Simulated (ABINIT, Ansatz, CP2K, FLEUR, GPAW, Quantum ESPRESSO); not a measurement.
## Code comparison for CdAg₃ (R-3m, 4 atoms in the cell)

Self-consistent single point.

```
CELL_PARAMETERS angstrom
      1.48395     0.85676     9.49477
     -1.48395     0.85676     9.49477
      0.00000    -1.71351     9.49477
ATOMIC_POSITIONS crystal
  Cd 0.00000 0.00000 0.00000
  Ag 0.75187 0.75187 0.75187
  Ag 0.24813 0.24813 0.24813
  Ag 0.50000 0.50000 0.50000
```

All programs got the same cell, k-point mesh and kind of occupations (in Ansatz's words: kpoints.mp_grid.grid = 8 8 8; scf.occupations.method = fermi_dirac; scf.occupations.width = 0.136 eV); potentials, basis and cutoffs are each program's usual ones.

| code | model | pressure (GPa) | largest force (eV/Å) | k-points | cutoff |
|---|---|---|---|---|---|
| Quantum ESPRESSO | LDA (PZ), GBRV 1.5 ultrasoft (LDA) pseudopotentials | -9.00 | 0.100 | 65 | 40 Ry |
| CP2K | LDA (Pade form), GPW, DZVP-MOLOPT-SR-GTH basis, GTH-PADE potentials (GTH_POTENTIALS) | -5.90 | 0.099 | 260 | grid 500 Ry |
| ABINIT | LDA (PW92), PAW (JTH v2.0 LDA PAW) | -7.81 | 0.092 | 65 | 20 Ha |
| FLEUR | LDA (Vosko-Wilk-Nusair), all-electron FLAPW (FLEUR), scalar-relativistic valence | – | 0.094 | 65 | Kmax 4 1/bohr |
| Ansatz | LDA (PW92), PAW files made with PBE | -7.80 | 0.094 | 65 | default |
| GPAW | LDA (Perdew-Wang 92), GPAW PAW datasets LDA (gpaw-data 1.0.1) | -7.86 | 0.085 | 65 | 600 eV |

A dash marks a value that a program does not give, or that is left out as unsure.

The spread over the programs that give each value: pressure within 3.10 GPa; largest force within 0.015 eV/Å.

The starting cell comes from a database of computed structures (which also holds hypothetical and non-ambient phases and stackings), without a prior relaxation at this level. On Ansatz's run: In the base run, with a pressure of about -8 GPa the cell is away from its equilibrium volume at this level.

**Question.** Why do the programs differ, and what cannot be compared?

**Answer.** Differences of this kind can come from the potentials, where these differ, and from what each basis and cutoff leave unconverged. The valence holds different numbers of electrons (Quantum ESPRESSO 69, CP2K 45, ABINIT 45, FLEUR 69, Ansatz (a program for electronic structure) 77, GPAW 63). The zero of total energies and Fermi levels follows the potentials and each program's conventions, so they are not compared here. CP2K uses small atom-centred bases, whose incompleteness enters pressures, forces and empty levels differently from a plane-wave cutoff. FLEUR treats all electrons, but the usual bases taken here (sphere radii, linearisation, local orbitals, empty states) were not tested for convergence, so the values are no reference for the others. Ansatz's pressure is given at a fixed set of plane waves, as the other plane-wave codes print theirs; with its correction for the finite basis it is -7.76 GPa. The same LDA comes in different parametrisations, which differ slightly. The programs reduce the same mesh by symmetry to different extents, which changes the work and not the result. In the pressure, Quantum ESPRESSO (by 1.17) and CP2K (by 1.94) lie more than 1 GPa from the median of the plane-wave programs.

Left out of this page: Elk (not drawn, or without a comparable value).

Keys are those of Ansatz 0.2.
